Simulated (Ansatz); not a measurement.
We consider BeS (model structure, started from the NiAs type, P6₃/mmc, No. 194, 4 atoms in the cell), described by G0W0@PBEsol in Ansatz (plane waves, hard PAW, contour deformation).

The cell is the one relaxed with PBEsol. Conventional cell: a = 3.2714 Å, b = 3.2714 Å, c = 5.2068 Å, α = 90.00°, β = 90.00°, γ = 120.00°.

One run with a 9×9×4 mesh, response cutoff 100 eV and 201 empty bands, not extrapolated in mesh or basis; no spin–orbit coupling.

Highest filled and lowest empty level by k point (fractions of the reciprocal vectors of the cell (3.271 0.000 0.000) (-1.636 2.833 0.000) (0.000 0.000 5.207) Å; eV from the valence maximum of each method):

```json
[
 {"k": "0 0 0", "PBEsol filled": "0.00", "PBEsol empty": "3.40", "QP filled": "0.00", "QP empty": "4.31"},
 {"k": "0 0.444 0", "PBEsol filled": "-0.65", "PBEsol empty": "2.95", "QP filled": "-0.69", "QP empty": "3.75"},
 {"k": "0.111 0.222 0", "PBEsol filled": "-1.05", "PBEsol empty": "3.42", "QP filled": "-1.09", "QP empty": "4.23"},
 {"k": "0.111 0.444 0.25", "PBEsol filled": "-1.43", "PBEsol empty": "2.94", "QP filled": "-1.48", "QP empty": "3.71"},
 {"k": "0.222 0.222 0", "PBEsol filled": "-1.97", "PBEsol empty": "2.34", "QP filled": "?", "QP empty": "?"},
 {"k": "0.222 0.222 0.25", "PBEsol filled": "-0.88", "PBEsol empty": "3.22", "QP filled": "?", "QP empty": "?"},
 {"k": "0.222 0.333 0.25", "PBEsol filled": "-1.47", "PBEsol empty": "2.67", "QP filled": "-1.52", "QP empty": "3.43"},
 {"k": "0.222 0.333 -0.5", "PBEsol filled": "-1.06", "PBEsol empty": "3.66", "QP filled": "-1.11", "QP empty": "4.53"}
]
```

Estimate the withheld levels to about 0.1 eV.


- 0.222 0.222 0, QP filled: -2.03
- 0.222 0.222 0, QP empty: 3.10
- 0.222 0.222 0.25, QP filled: -0.91
- 0.222 0.222 0.25, QP empty: 4.02

Note: the relaxation could raise the start's symmetry but not lower it, so the cell can be a saddle point.

A model structure was made by putting elements into a prototype or built by hand; it is no filed structure, need not be a known phase, and can be a saddle point held by its symmetry.

Ansatz is a first-principles code.
